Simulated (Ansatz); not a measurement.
The (10-10) face of hcp Be can be cut between different planes. Symmetric, stoichiometric slabs relaxed in the 1x1 cell (8.1 Å²): top plane Be, 0.65 Å over the next in the ideal cut; top plane Be, 1.31 Å over the next in the ideal cut.

The numbers are results of PBE (plane waves to 420 eV, PAW; Ansatz, a first-principles code), not measurements.

Question: Order them by surface energy (lowest first) at the level PBE.

Answer: the cut with an outer spacing of 0.65 Å (1.92 J/m²), the cut with an outer spacing of 1.31 Å (3.39 J/m²)
